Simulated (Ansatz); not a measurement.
# Hf under a change: Hf → Al

The parent structure is Hf in the hcp (Mg type) structure (space group P6_3/mmc, No. 194; a = 3.198 Å, c = 5.047 Å).

Now apply this change: every Hf is replaced by Al, then cell and atoms are relaxed.

All numbers come from plane-wave PAW DFT at the r2SCAN level (Ansatz, a quantum-chemistry and plane-wave program, 500 eV), no SOC, earlier PAW set. Γ-centred 19×19×10 mesh, Fermi–Dirac width 0.05 eV, for the changed cell.

The volume per atom shrinks by 6.35 Å³, from 22.35 Å³ to 16.00 Å³ and the lattice parameter a falls by 0.381 Å (3.198 Å → 2.817 Å). The c/a ratio rises by 0.0745 to 1.653 and the space group remains P6_3/mmc (No. 194). The shortest interatomic distance drops by 0.310 Å, from 3.127 Å to 2.817 Å and the band gap stays zero.

Final structure:

```
CELL_PARAMETERS angstrom
      2.81677     0.00000     0.00000
     -1.40838     2.43939     0.00000
      0.00000     0.00000     4.65581
ATOMIC_POSITIONS crystal
  Al 0.33333 0.66667 0.75000
  Al 0.66667 0.33333 0.25000
```

Stability against distortions was not tested. For Al in this form, whether it has been made was not checked. The final runs are not spin-polarised. This is not the structure that Al has at room temperature and ambient pressure.
